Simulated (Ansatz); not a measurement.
AlB2-type ZrB2, treated with r²SCAN in Ansatz (plane waves, PAW).

Settings: plane-wave cutoff 600 eV, 18×18×12 k mesh (along the axes of the cell as run), Fermi–Dirac smearing 0.1 eV, finite displacements, scalar-relativistic PAW data made under PBE.

Computed at the level's own relaxed cell.

Harmonic phonon frequencies (cm⁻¹; i marks an imaginary mode):

| q point | frequencies |
|---|---|
| Γ | 0 0 0 454 454 471 554 776 776 |
| M | 229 232 293 522 533 540 690 699 739 |
| A | 211 211 235 408 408 497 629 782 782 |

No imaginary mode appears at these points.

Ansatz is a first-principles code.
